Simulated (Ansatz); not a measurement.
# CdS: response to strain

Take CdS in the zinc blende structure (space group F-43m, No. 216) as the base.

```yaml
crystal:
  lattice:
    - [0.00000, 2.91212, 2.91212]
    - [2.91212, 0.00000, 2.91212]
    - [2.91212, 2.91212, 0.00000]
  atoms:
    - { symbol: Cd, position: [0.00000, 0.00000, 0.00000] }
    - { symbol: S, position: [0.25000, 0.25000, 0.25000] }
```

Cartesian axes are those of the cell as printed.

Strains are applied to the cell and any free atomic positions relax.

The values are results of PBEsol, PAW, 420 eV (Ansatz, a first-principles code; without spin-orbit coupling), not measurements.

Notes on the quantities. pressure: mean of the normal stresses, compression positive; energy relative to the base: free energy F.

```json
[
 {"change": "base", "pressure": "0.0 kbar", "band gap": "1.01 eV", "energy relative to the base": "0 meV/atom", "volume per atom": "24.70 Å³"},
 {"change": "tensor shear ε_xy = +1.14 %", "pressure": "-0.1 kbar", "band gap": "0.96 eV", "energy relative to the base": "+1.1 meV/atom", "volume per atom": "24.69 Å³"},
 {"change": "tensor shear ε_xy = +1.71 %", "pressure": "-0.2 kbar", "band gap": "0.94 eV", "energy relative to the base": "+2.4 meV/atom", "volume per atom": "24.69 Å³"},
 {"change": "tensor shear ε_xy = +0.29 %", "pressure": "0.0 kbar", "band gap": "1.00 eV", "energy relative to the base": "+0.1 meV/atom", "volume per atom": "24.70 Å³"},
 {"change": "tensor shear ε_xy = +1.43 %", "pressure": "-0.1 kbar", "band gap": "0.95 eV", "energy relative to the base": "+1.7 meV/atom", "volume per atom": "24.69 Å³"},
 {"change": "tensor shear ε_xy = +0.57 %", "pressure": "0.0 kbar", "band gap": "0.99 eV", "energy relative to the base": "+0.3 meV/atom", "volume per atom": "24.70 Å³"},
 {"change": "tensor shear ε_xy = +0.86 %", "pressure": "0.0 kbar", "band gap": "0.98 eV", "energy relative to the base": "+0.6 meV/atom", "volume per atom": "24.69 Å³"},
 {"change": "tensor shear ε_xy = +2.00 %", "pressure": "-0.3 kbar", "band gap": "[?]", "energy relative to the base": "[?]", "volume per atom": "24.69 Å³"}
]
```

Q: What belongs in the blanks?

A: 
- tensor shear ε_xy = +2.00 %, band gap: 0.92 eV
- tensor shear ε_xy = +2.00 %, energy relative to the base: +3.2 meV/atom

Whether these cells are dynamically stable was not tested.
